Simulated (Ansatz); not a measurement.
AgI (zinc blende start, 16-atom cell) (held in this type by symmetry, stable or not), space group F-43m.

```yaml
crystal:
  lattice:
    - [0.00000, 6.64000, 6.64000]
    - [6.64000, 0.00000, 6.64000]
    - [6.64000, 6.64000, 0.00000]
  atoms:
    - { symbol: Ag, position: [0.00000, 0.00000, 0.00000] }
    - { symbol: Ag, position: [0.00000, 0.00000, 0.50000] }
    - { symbol: Ag, position: [0.00000, 0.50000, 0.00000] }
    - { symbol: Ag, position: [0.00000, 0.50000, 0.50000] }
    - { symbol: Ag, position: [0.50000, 0.00000, 0.00000] }
    - { symbol: Ag, position: [0.50000, 0.00000, 0.50000] }
    - { symbol: Ag, position: [0.50000, 0.50000, 0.00000] }
    - { symbol: Ag, position: [0.50000, 0.50000, 0.50000] }
    - { symbol: I, position: [0.12500, 0.12500, 0.12500] }
    - { symbol: I, position: [0.12500, 0.12500, 0.62500] }
    - { symbol: I, position: [0.12500, 0.62500, 0.12500] }
    - { symbol: I, position: [0.12500, 0.62500, 0.62500] }
    - { symbol: I, position: [0.62500, 0.12500, 0.12500] }
    - { symbol: I, position: [0.62500, 0.12500, 0.62500] }
    - { symbol: I, position: [0.62500, 0.62500, 0.12500] }
    - { symbol: I, position: [0.62500, 0.62500, 0.62500] }
```

All values below come from PBE (plane waves to 420 eV, PAW; Ansatz, a first-principles code). No spin–orbit coupling; PBE gaps are too small against experiment; with elements this heavy it can move edges by tenths of an eV. Its k-point mesh 4×4×4, Fermi–Dirac width 0.01 eV.

Task: List the levels next to the gap at Γ of this cell's own (folded) zone, from the top of the valence band (the table ends after a fixed count of bands, which can cut a degenerate set).

Result: 
```
band  E − E_v (eV)
----  ------------
v4          -0.632
v3           0.000
v2           0.000
v1           0.000
c1           1.343
c2           2.790
c3           2.790
c4           2.790
```
